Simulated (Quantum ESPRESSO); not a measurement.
Worked example: self-consistent single point of Zr2InN (P6_3/mmc, 8 atoms in the cell) in Quantum ESPRESSO.

Method of the run: rVV10, GBRV 1.5 ultrasoft (PBE) pseudopotentials (plane waves; Quantum ESPRESSO 7.5).

```yaml
crystal:
  lattice:
    - [3.29021, 0.00000, 0.00000]
    - [-1.64511, 2.84940, 0.00000]
    - [0.00000, 0.00000, 14.93118]
  atoms:
    - { symbol: Zr, position: [0.66667, 0.33333, 0.91616] }
    - { symbol: Zr, position: [0.33333, 0.66667, 0.08384] }
    - { symbol: Zr, position: [0.33333, 0.66667, 0.41616] }
    - { symbol: Zr, position: [0.66667, 0.33333, 0.58384] }
    - { symbol: In, position: [0.66667, 0.33333, 0.25000] }
    - { symbol: In, position: [0.33333, 0.66667, 0.75000] }
    - { symbol: N, position: [0.00000, 0.00000, 0.00000] }
    - { symbol: N, position: [0.00000, 0.00000, 0.50000] }
```

Reference input (self-consistent single point, DFT, PBEsol, plane waves, GBRV 1.5 ultrasoft (PBESOL) pseudopotentials): ecutwfc = 40 Ry; ecutrho = 320 Ry; occupations = smearing; smearing = methfessel-paxton; degauss = 0.0036749 Ry; potentials = {Zr: zr_pbesol_v1.uspp.F.UPF, In: in_pbesol_v1.4.uspp.F.UPF, N: n_pbesol_v1.2.uspp.F.UPF}; K_POINTS = automatic 6 6 2 0 0 0; conv_thr = 1e-11 Ry; mixing_beta = 0.4. This run's input differs from it in these lines:

```diff
@@ -19,2 +19,3 @@
  degauss = 0.0036749,
+ input_dft = 'rvv10',
 /
@@ -25,5 +26,5 @@
 ATOMIC_SPECIES
-Zr    91.2240  zr_pbesol_v1.uspp.F.UPF
-In   114.8180  in_pbesol_v1.4.uspp.F.UPF
-N     14.0070  n_pbesol_v1.2.uspp.F.UPF
+Zr    91.2240  zr_pbe_v1.uspp.F.UPF
+In   114.8180  in_pbe_v1.4.uspp.F.UPF
+N     14.0070  n_pbe_v1.2.uspp.F.UPF
 ATOMIC_POSITIONS crystal
```

Output, abridged:

```
     Self-consistent Calculation

     iteration #  1     ecut=    40.00 Ry     beta= 0.40

     negative rho (up, down):  2.536E-01 0.000E+00

     total energy              =    -699.06558964 Ry
     estimated scf accuracy    <      15.16457625 Ry

     iteration #  2     ecut=    40.00 Ry     beta= 0.40

     negative rho (up, down):  2.534E-01 0.000E+00

     total energy              =    -701.99205506 Ry
     estimated scf accuracy    <      23.18852082 Ry

     iteration #  3     ecut=    40.00 Ry     beta= 0.40

     negative rho (up, down):  2.546E-01 0.000E+00

     total energy              =    -705.13114481 Ry
     estimated scf accuracy    <       0.17302409 Ry

   [... 11 blocks of this kind left out ...]

     iteration # 15     ecut=    40.00 Ry     beta= 0.40

     negative rho (up, down):  2.581E-01 0.000E+00

     total energy              =    -705.19600872 Ry
     estimated scf accuracy    <          1.0E-11 Ry

     iteration # 16     ecut=    40.00 Ry     beta= 0.40

     negative rho (up, down):  2.581E-01 0.000E+00
     End of self-consistent calculation

     the Fermi energy is    14.7657 ev

!    total energy              =    -705.19600872 Ry
     estimated scf accuracy    <          6.9E-13 Ry
     smearing contrib. (-TS)   =      -0.00005012 Ry
     internal energy E=F+TS    =    -705.19595860 Ry

     convergence has been achieved in  16 iterations

     negative rho (up, down):  2.581E-01 0.000E+00

     Forces acting on atoms (cartesian axes, Ry/au):

     atom    1 type  1   force =     0.00000000   -0.00000000   -0.00782553
     atom    2 type  1   force =    -0.00000000    0.00000000    0.00782553
     atom    3 type  1   force =    -0.00000000    0.00000000   -0.00782553
     atom    4 type  1   force =     0.00000000   -0.00000000    0.00782553
     atom    5 type  2   force =     0.00000000   -0.00000000    0.00000000
   [... lines left out ...]
     Total force =     0.015651     Total SCF correction =     0.000004
   [... lines left out ...]

     negative rho (up, down):  2.581E-01 0.000E+00
          total   stress  (Ry/bohr**3)                   (kbar)     P=       30.13
   0.00019911   0.00000000   0.00000000           29.29        0.00        0.00
   0.00000000   0.00019911   0.00000000            0.00       29.29        0.00
   0.00000000   0.00000000   0.00021618            0.00        0.00       31.80

   JOB DONE.
```

The run converged in 16 iterations. Against the reference run the pressure goes from -4.70 to 3.01 GPa and the largest force goes from 0.330 to 0.201 eV/Å.

The starting cell comes from a database of computed structures (which also holds hypothetical and non-ambient phases and stackings), without a prior relaxation at this level. With a pressure of about 3 GPa the cell is away from its equilibrium volume at this level.

Cost on one core of a shared machine: roughly 2 min.
